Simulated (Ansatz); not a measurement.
# Ca under a change: x(Sc) = 0.5, 4 atoms, P4/nmm

Base system: Ca in the fcc (Cu type) structure (space group Fm-3m, No. 225; a = 5.5685 Å).

The other end (x = 1) is Sc in the fcc (Cu type) structure (space group Fm-3m, No. 225; a model cell): 25.11 Å³/atom, gap zero; this end may not be an ambient phase.

Now apply this change: a fraction x = 0.5 of the Ca sites is given to Sc, ordered in a cell of 4 atoms (starting symmetry P4/nmm) and fully relaxed.

Method: r2SCAN (Ansatz, a program for electronic structure), no spin-orbit coupling. Γ-centred 13×13×5 mesh, Fermi–Dirac width 0.05 eV, for the changed cell.

Volume per atom: 32.80 Å³ (base 43.17 Å³)
Shortest interatomic distance: 3.118 Å (base 3.937 Å)
Band gap: zero (base zero)
Mixing energy: +0.10 eV/atom (to 0.01 eV only: unlike meshes or grids)
Deviation of the volume from the linear (Vegard-type) interpolation: -3.9 %

These are small ordered cells, not random alloys; other orderings at the same x differ. No phonon test of stability was made. The final runs are not spin-polarised. CaSc has a high density of states at the Fermi level and may be magnetic at this level. This is not the structure that Sc has at room temperature and ambient pressure.
